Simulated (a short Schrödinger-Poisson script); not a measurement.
Stack: MOS inversion layer, SiO2 on p-type GaN, at 300 K.

```
layer  material  thickness (nm)  Na (cm⁻³)
-----  --------  --------------  ---------
1          SiO2             2.6          -
2           GaN            1600     1.6e17
```

The device is made up for the run: typed textbook-type constants, with dimensions and the other settings drawn at random. SiO2: permittivity 3.9, conduction-band edge (eV) 3.2, gap (eV) 9, electron mass (mₑ) 0.5. GaN: permittivity 9.5, conduction-band edge (eV) 0, gap (eV) 3.43, Nv at 300 K (cm⁻³) 4.6e19.

Channel valleys (confinement mass, in-plane density-of-states mass, number): Γ 0.2, 0.2, 1. At the gate the conduction-band edge of layer 1 lies 3.26 eV − eVg above the Fermi level of the channel; the field vanishes at the back. Gaps are held at their typed values at every temperature. Mesh 0.03 nm at interfaces.

From a short Schrödinger-Poisson script (our own, NumPy): 1D Poisson equation in equilibrium, electrons quantum, Hartree (BenDaniel-Duke, 12 states a valley, the channel's in-plane mass for all, wave functions free to enter the dielectric), parabolic valleys, classical holes, full ionisation, no traps, pinning or gate leakage.

At Vg = 1.8 V the centroid of the electrons lies 1.59 nm from the interface.

Question: Estimate the gate capacitance as the dielectric in series with that distance, and compare.

Answer: The dielectric alone has 1.33 μF/cm²; in series with 1.59 nm of the channel's permittivity, 1.06 μF/cm²; the run gives 1.07 μF/cm². The estimate leaves out the density-of-states capacitance and the centroid's move with voltage. In real p-type GaN the Mg acceptor is only partly ionised, and so wide a gap doesn't supply an inversion layer without source and drain.
